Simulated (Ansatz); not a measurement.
Results of LDA in Ansatz (PAW) for EuF₃ (Pnma, No. 62).

Settings: plane-wave cutoff 500 eV, 6×6×10 k mesh (along the axes of the cell as run), Fermi–Dirac smearing 0.05 eV, spin-polarised start, scalar-relativistic PAW data made under PBE.

Computed at the level's own relaxed cell.

Problem. Give the computed volume per atom.

Solution. 
- volume per atom: 12.03 Å³/atom

Note: the magnetic order was assumed, not searched for or taken from measurement; the 4f shell is treated without U or exact exchange, so its levels and filling can be wrong; the volume lies 6 % below that of the published cell.

Spin–orbit coupling is not included.

Computed values are for the static lattice.

Cost on a shared machine: around 60 core-minutes (rough).

Ansatz is an electronic-structure program.
